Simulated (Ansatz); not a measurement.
The reference is SiGe in the wurtzite structure (space group P6_3mc, No. 186; a = 3.904 Å, c = 6.455 Å; a model cell, its experimental status unchecked).

Levels (all Ansatz, a first-principles code, PAW): r2SCAN (500 eV, no SOC); HSE06 (420 eV, no SOC).

The geometry is relaxed with r2SCAN.

r2SCAN band gap: 0.66 eV

With HSE06 at the same geometry, the band gap grows by 0.315 eV (0.66 eV → 0.98 eV).

Single points use the geometry relaxed with r2SCAN. HSE06 was sampled on its mesh, a few special points and the semilocal edge points, so its gap is an upper bound. Stability against distortions was not tested.
